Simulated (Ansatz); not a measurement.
## SnSe2: stress against strain

SnSe2 (1T layered, P-3m1, 23.863 Å³/atom and stress up to 0.01 GPa in the relaxed cell, c along z) under an equal strain ε in the (0001) plane with the normal axis free, as in a coherent film. PBEsol-D3(BJ) in Ansatz, a plane-wave DFT program (PAW, default set), 420 eV, 10×10×6 Γ-centred mesh, Fermi-Dirac smearing 0.05 eV; ions are relaxed, or left where forces stay under 0.02 eV/Å, within the symmetry of each cell. Against the start cell, which lies near the measured one, the relaxed cell differs by -7.3 % in volume and -6.5 % in c; the values below rest on it. Stress is positive for a compressed cell.

Here s stands for strain and y for stress xx.

```
strain (%)  stress xx (GPa)
----------  ---------------
-3.00                     ?
-1.50                  1.78
-1.00                  1.15
-0.50                  0.55
0.00                   0.00
0.50                  -0.51
1.00                  -0.99
1.50                  -1.43
```

Task: Using a straight line, estimate the missing y at s = -3.00 from the other rows, showing the fit.

Result: Means: s 0, y 0.079. About the means, the sum of products is -7.4850 and the sum of squares of s is 7.0000; the slope is their ratio. Least squares gives y = 0.079 - 1.0693·s. Residuals (row less fit): 0.097, 0.002, -0.064, -0.079, -0.054, 0.000, 0.095; standard error 0.080 (degrees of freedom: 5). The slope gives the biaxial elastic modulus of this plane = 107 ± 3 GPa (± standard error of the fit, which holds the terms cut off). At the withheld row, y = 0.079 - 1.0693 × (-3.0) = 3.287 GPa. The calculation gives 3.92 GPa, 0.633 GPa above the prediction (11.8 % of the range of y in the table). The row lies outside the fitted rows, so this is an extrapolation. From the scatter of the fitted rows alone, a prediction at this place has a standard error of 0.124 GPa, so the miss is 5.1 times that.

A polynomial of degree 2 through the 12 other runs of the series gives 3.97 there, so most of the miss is curvature that the fit leaves out. This level leaves no gap over 0.05 eV at strain 0.00, 0.50, 1.00, 1.50 %. Rows are the converged runs of the series near zero and its far end; series whose fitted rows scatter by over a few per cent of the range, as at a crossing or softening among them, aren't shown in this form, nor equations of state whose B0' disagrees with the runs' pressures. Most that stay on the fit to the last digits aren't either.
